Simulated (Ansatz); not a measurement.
C (model structure, P4₁2₁2, No. 92, 12 atoms in the cell) was calculated with LDA (Ansatz, a program for electronic structure, plane waves, PAW).

Numerical settings: plane-wave cutoff 520 eV, 14×14×14 k mesh, Fermi–Dirac smearing 0.05 eV, scalar-relativistic PAW data made under PBE.

Cell (relaxed at this level):

```
CELL_PARAMETERS angstrom
      3.76056     0.00000     0.00000
      0.00000     3.76056     0.00000
      0.00000     0.00000     4.62096
ATOMIC_POSITIONS crystal
  C  0.92428 0.07572 0.75000
  C  0.42428 0.42428 0.00000
  C  0.07572 0.92428 0.25000
  C  0.57572 0.57572 0.50000
  C  0.62061 0.16654 0.53272
  C  0.33346 0.12061 0.78272
  C  0.37939 0.83346 0.03272
  C  0.66654 0.87939 0.28272
  C  0.12061 0.33346 0.21728
  C  0.83346 0.37939 0.96728
  C  0.87939 0.66654 0.71728
  C  0.16654 0.62061 0.46728
```

### Question
Estimate the band gap and smallest direct gap on the k points sampled that the calculation returns.

### Answer

* **band gap**: 4.97 eV (indirect)
* **smallest direct gap on the k points sampled**: 5.58 eV

Note: the relaxation could raise the start's symmetry but not lower it, so the cell can be a saddle point.

Static lattice: no zero-point or thermal effects.

It cost very roughly 70 core-seconds of CPU time.

A model structure was made by putting elements into a prototype or built by hand; it is no filed structure, need not be a known phase, and can be a saddle point held by its symmetry.
